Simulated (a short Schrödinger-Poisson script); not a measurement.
# Symmetric double-gate stack, SiO2 on p-type Si(100)

Structure: symmetric double-gate stack, SiO2 on p-type Si(100), at 300 K.

```
layer  material  thickness (nm)  Na (cm⁻³)
-----  --------  --------------  ---------
1          SiO2             1.6          -
2            Si               4       2e17
3          SiO2             1.6          -
```

The device is made up for the run: typed textbook-type constants, with dimensions and the other settings drawn at random. SiO2: permittivity 3.9, conduction-band edge (eV) 3.15, gap (eV) 9, electron mass (mₑ) 0.5. Si: permittivity 11.7, conduction-band edge (eV) 0, gap (eV) 1.124, Nv at 300 K (cm⁻³) 3.1e19.

Channel valleys (confinement mass, in-plane density-of-states mass, number): Δ2 0.916, 0.19, 2; Δ4 0.19, 0.417, 4. At the gates, both at one voltage, the conduction-band edge of layer 1 lies 3.38 eV − eVg above the Fermi level of the channel. Gaps are held at their typed values at every temperature. Mesh 0.03 nm at interfaces.

From a short Schrödinger-Poisson script (our own, NumPy): 1D Poisson equation in equilibrium, electrons quantum, Hartree (BenDaniel-Duke, 12 states a valley, the channel's in-plane mass for all, wave functions free to enter the dielectric), parabolic valleys, classical holes, full ionisation, no traps, pinning or gate leakage.

```tsv
Vg (V)	electrons (cm⁻²)	C (μF/cm²)	Δ2 E0 (meV)	Δ2 E1 (meV)	Δ4 E0 (meV)	Δ4 E1 (meV)
-0.1	6.02e6	< 0.003	357.1	427.8	419.1	678.9
0	2.88e8	< 0.003	257.1	327.8	319.1	578.9
0.1	1.35e10	0.0829	157.7	228.4	219.7	479.5
0.2	3.50e11	1.34	73.1	143.1	134.9	393.9
0.3	1.64e12	2.57	31.6	99.2	92.9	348.8
0.4	3.39e12	2.98	10.9	75.3	71.5	323.5
0.5	5.31e12	3.16	-2.5	58.6	57.4	305.2
0.6	7.32e12	3.27	-12.4	45.5	46.9	290.6
0.7	9.39e12	3.35	-20.2	34.5	38.6	278.1
0.8	1.15e13	3.41	-26.8	24.9	31.6	267.1
0.9	1.36e13	3.45	-32.5	16.3	25.7	257.3
1	1.58e13	3.49	-37.5	8.6	20.5	248.3
1.1	1.80e13	3.52	-42.0	1.4	15.8	240.0
1.2	2.02e13	3.54	-46.2	-5.2	11.6	232.2
1.3	2.24e13	3.57	-50.1	-11.5	7.8	224.9
1.4	2.46e13	3.59	-53.9	-17.4	4.2	218.0
1.5	2.69e13	3.60	-57.4	-23.1	0.9	211.4
1.6	2.91e13	3.62	-60.9	-28.6	-2.2	205.1
1.7	3.14e13	3.63	-64.3	-33.8	-5.2	199.0
```

Gate voltages with under 1e6 electrons/cm² are left out.

Subbands count from the Fermi level. The capacitance is that of both gates.
